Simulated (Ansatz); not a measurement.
Take Cs$_{2}$AgBiBr$_{6}$ (space group Fm-3m, No. 225; a = 11.479 Å) as the base.

The values are results of DFT with PBE, PAW potentials and a 420 eV plane-wave cutoff in Ansatz (an electronic-structure program), no SOC, not measurements.

For the base:

| Property | Value |
|---|---|
| Electron mass | 0.35 mₑ along k, 0.26 mₑ across (at L) |
| Shortest interatomic distance | 285.4 pm |
| Density | 4.66 g/cm³ |
| Hole mass | 0.21 mₑ along k, 0.82 mₑ across (at X) |

Modification: hydrostatic tension (pressure −2 GPa).

Q: What does the calculation give for the electron mass, shortest interatomic distance, density and hole mass after the change?

A: The electron mass goes from 0.35 mₑ along k, 0.26 mₑ across (at L) to 0.32 mₑ along k, 0.28 mₑ across (at L); the shortest interatomic distance rises by 10.2 pm (285.4 pm → 295.6 pm); the density falls by 0.695 g/cm³, from 4.66 g/cm³ to 3.97 g/cm³; the hole mass goes from 0.21 mₑ along k, 0.82 mₑ across (at X) to 0.30 mₑ along k, 1.3 mₑ across (at X).

Spin-orbit coupling, missing from the scalar runs, can matter with Bi. The levels and masses belong to the bands next to the band gap. Load acts through the strain it causes; cell and atoms are relaxed under it. Masses are band curvatures over ±0.01 Å⁻¹ around the edge. Along k means along the line from Γ to the band edge. Whether these cells are dynamically stable was not tested.
